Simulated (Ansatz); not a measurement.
An ideal cubic perovskite cell is held by its symmetry; such compounds can tilt or shift off centre at room temperature. The starting structures come from a database of crystals and need not be the phases stable at ambient conditions.

 Where the default PAW files enter, the runs use the earlier of Ansatz's two default sets.

The decay constant κ of evanescent states in the gap governs leakage through a thin film.

Given:

```yaml
crystal:
  lattice:
    - [5.70867, 0.00000, 0.00000]
    - [0.00000, 5.70867, 0.00000]
    - [0.00000, 0.00000, 5.70867]
  atoms:
    - { symbol: Cs, position: [0.00000, 0.00000, 0.00000] }
    - { symbol: Ca, position: [0.50000, 0.50000, 0.50000] }
    - { symbol: Br, position: [0.50000, 0.00000, 0.50000] }
    - { symbol: Br, position: [0.00000, 0.50000, 0.50000] }
    - { symbol: Br, position: [0.50000, 0.50000, 0.00000] }
```

Space group of this cell: Pm-3m, cubic perovskite. The cell is taken as given.

Transport runs along the normal of the first two printed cell vectors, the (001) plane of the conventional cell.

The gap is the functional's own, uncorrected, and κ follows it; spin-orbit coupling is left out. Mid-gap values are interpolated between the computed energies.

Q: Give the band gap and the smallest decay constant κ at mid-gap that r2SCAN (Ansatz, an electronic-structure program) yields.

A: Gap 5.20 eV on a 6×6×6 mesh; κ = 0.329 1/Å, at the zone centre.
